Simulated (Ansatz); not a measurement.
System: PbZrO₃ (Pm-3m, No. 221, 5 atoms in the cell; start mp-1068577; cubic high-temperature phase). Method: PBE0 (Ansatz, a program for electronic structure, plane waves, PAW).

Numerical settings: plane-wave cutoff 500 eV, 6×6×6 k mesh, gaussian smearing 0.02 eV, scalar-relativistic PAW data made under PBE.

Cell (relaxed with r²SCAN):

```
PbZrO3
1.0
    4.15953     0.00000     0.00000
    0.00000     4.15953     0.00000
    0.00000     0.00000     4.15953
Zr Pb O
1 1 3
Direct
  0.00000   0.00000   0.00000
  0.50000   0.50000   0.50000
  0.50000   0.00000   0.00000
  0.00000   0.50000   0.00000
  0.00000   0.00000   0.50000
```

**Question.** What does this level give for the band gap?

**Answer.** 
- band gap: 4.14 eV (on the SCF k mesh)

Note: held by symmetry at 0 K, a high-temperature phase can be a saddle point; cell and atoms aren't relaxed at this level (pressure -1.3 GPa).

Spin–orbit coupling is not included; with these elements it can move the gap by several tenths of an eV or more.

A start named mp-… is a Materials Project structure, which need not be a measured phase.
